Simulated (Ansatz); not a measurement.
ZnSnP2: pressure series

Base system: ZnSnP$_{2}$ in the chalcopyrite structure (space group I-42d, No. 122).

```xyz
8
Lattice="-2.8512 2.8512 5.7178 2.8512 -2.8512 5.7178 2.8512 2.8512 -5.7178" Properties=species:S:1:pos:R:3 pbc="T T T"
Zn     0.0000     2.8512     2.8589
Zn     0.0000     0.0000     0.0000
Sn     2.8512     0.0000     2.8589
Sn     0.0000     0.0000     5.7178
P      1.4256     1.2988    -1.4294
P      1.4256     1.5524     4.2883
P      1.5524    -1.4256     7.1472
P      1.2988     4.2768     1.4294
```

Cell and atoms are relaxed at each pressure.

All numbers come from PBE/PAW in Ansatz (a first-principles code), scalar-relativistic without spin-orbit coupling.

Base values:

| Item | Value |
|---|---|
| Band gap | 0.68 eV |

Q: The aim is a band gap between 1.14 eV and 1.23 eV. Which of these changes reaches it?
A) pressure 2.1 GPa
B) pressure 9 GPa
C) pressure 15 GPa

A: B, pressure 9 GPa. It gives 1.16 eV; pressure 2.1 GPa gives 0.83 eV; pressure 15 GPa gives 1.04 eV. Changes not listed may reach it too

Load acts through the strain it causes; cell and atoms are relaxed under it. Stability against distortions was not tested. Competing high-pressure phases were not computed.
